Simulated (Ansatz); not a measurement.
LuAu2 (I4/mmm, No. 139; cell taken from a computed entry)

Method: LDA (plane waves, PAW; Ansatz, a program for electronic structure).

Numerical settings: plane-wave cutoff 500 eV, 22×22×22 k mesh, Fermi–Dirac smearing 0.1 eV, scalar-relativistic PAW data made under PBE.

Cell (relaxed at this level):

Au2Lu is taken in the tetragonal space group I4/mmm (No. 139), Pearson symbol tI6. Lattice parameters: a = b = 3.579 Å, c = 8.753 Å, α = β = γ = 90.00°. Lu on 2a is surrounded by 10 Au at 2.915–2.929 Å and 4 Lu at 3.579 Å. Au on 4e has 5 Au at 2.896–2.932 Å and 5 Lu at 2.915–2.929 Å. (Neighbours: up to the widest gap in distance over summed covalent radii, below 1.35, at either atom.)
(The calculation used a cell of 3 atoms; values per cell refer to that cell.)

```
Item      Value
--------  -----
band gap   none
```

Note: the relaxation could not lower the start's symmetry, so the cell can be a saddle point above a distorted one.

Spin–orbit coupling is not included; it can shift volumes and moduli of such heavy elements.

Static lattice: no zero-point or thermal effects.
